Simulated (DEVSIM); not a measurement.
System: abrupt GaP n-p junction, at 250 K.

Layer 1 from the left is GaP, thickness (μm) 0.780, Nd (cm⁻³) 6.9e16, τn (s) 1.9e-7, τp (s) 1.9e-7. Layer 2 from the left is GaP, thickness (μm) 61.0, Na (cm⁻³) 5.1e14, τn (s) 1.9e-7, τp (s) 1.9e-7.

Left contact: ohmic. Right contact: ohmic. Voltage is applied to the left contact. Recombination: SRH at mid-gap, radiative. Mobility is μmin + (μ − μmin)/(1 + (N/Nref)^α).

Constants are typed, rounded textbook-type inputs, not results; the design itself was drawn at random and stands for no fabricated device. Values at 300 K; Nc and Nv go as T^1.5, mobilities as T to minus their exponent, the gap by Varshni's rule with the affinity fixed.

GaP: gap (eV) 2.26, affinity (eV) 3.8, permittivity 11.1, Nc (cm⁻³) 1.8e19, Nv (cm⁻³) 1.9e19, μn (cm²/Vs) 250, μp (cm²/Vs) 150, μn,min 10, μp,min 10, Nref,n 4.4e18, Nref,p 1e18, αn 0.8, αp 0.85, T exponent of μn 1.6, T exponent of μp 1.98, B (cm³/s) 1e-13, Varshni α (eV/K) 0.00058, Varshni β (K) 372.

DEVSIM, 1D drift-diffusion, Boltzmann statistics, complete ionisation; no tunnelling, impact ionisation, image-force lowering or self-heating.

Task: What does the simulation give for the dark forward voltage at 1 A/cm², the largest field in the device at zero bias, the potential step across the device at zero bias?

Result: dark forward voltage at 1 A/cm² 2.039 V; largest field in the device at zero bias 20000 V/cm; potential step across the device at zero bias 1.945 V.
